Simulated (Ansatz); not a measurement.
**A computed series for Ge: response to strain**

Take Ge in the diamond structure (space group Fd-3m, No. 227) as the base.

```
Ge
1.0
    0.00000     2.83729     2.83729
    2.83729     0.00000     2.83729
    2.83729     2.83729     0.00000
Ge
2
Cartesian
  0.00000   0.00000   0.00000
  1.41864   1.41864   1.41864
```

Cartesian axes are those of the cell as printed.

Strains are applied to the cell and any free atomic positions relax; under biaxial strain the out-of-plane vector relaxes too.

Computed with r2SCAN (Ansatz, a first-principles code; PAW; 500 eV plane waves; scalar-relativistic without spin-orbit coupling).

Candidates:
(a) biaxial strain +0.76 %, plane normal [110], relaxed out of plane
(b) biaxial strain +1.04 %, plane normal [001], relaxed out of plane
(c) biaxial strain +1.59 %, plane normal [111], relaxed out of plane
(d) uniaxial strain ε_yy = −3.65 %
(e) strain tensor (xx, yy, zz, yz, xz, xy) = (+1.46, +0.42, −1.92, −1.16, −0.89, +0.91) %

Notes on the quantities. energy relative to the base: free energy F.

Q: Order them by energy relative to the base, lowest first.

A: (a) biaxial strain +0.76 %, plane normal [110], relaxed out of plane (+1.4 meV/atom), (b) biaxial strain +1.04 %, plane normal [001], relaxed out of plane (+2.1 meV/atom), (c) biaxial strain +1.59 %, plane normal [111], relaxed out of plane (+6.1 meV/atom), (e) strain tensor (xx, yy, zz, yz, xz, xy) = (+1.46, +0.42, −1.92, −1.16, −0.89, +0.91) % (+9.1 meV/atom), (d) uniaxial strain ε_yy = −3.65 % (+12 meV/atom)

A biaxial case was relaxed in a doubled cell and then solved in the primitive one. No phonon test of stability was made.
